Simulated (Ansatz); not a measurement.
The parent structure is HfO2 in the fluorite structure (space group Fm-3m, No. 225; a = 5.058 Å).

Level of theory: DFT with r2SCAN, PAW potentials and a 500 eV plane-wave cutoff in Ansatz (a quantum-chemistry and plane-wave program), no SOC.

Base values:

Band gap: 4.30 eV
Volume per atom: 10.79 Å³

Perturbation: hydrostatic tension (pressure −2 GPa).

**Question.** What does the calculation give for the band gap and volume per atom after the change?

**Answer.** The band gap decreases by 0.02 eV, from 4.30 eV to 4.28 eV; the volume per atom increases by 0.08 Å³ to 10.87 Å³.

Spin-orbit coupling, missing from the scalar runs, can matter with Hf. Load acts through the strain it causes; cell and atoms are relaxed under it. No phonon test of stability was made. This is not the structure that HfO2 has at room temperature and ambient pressure.
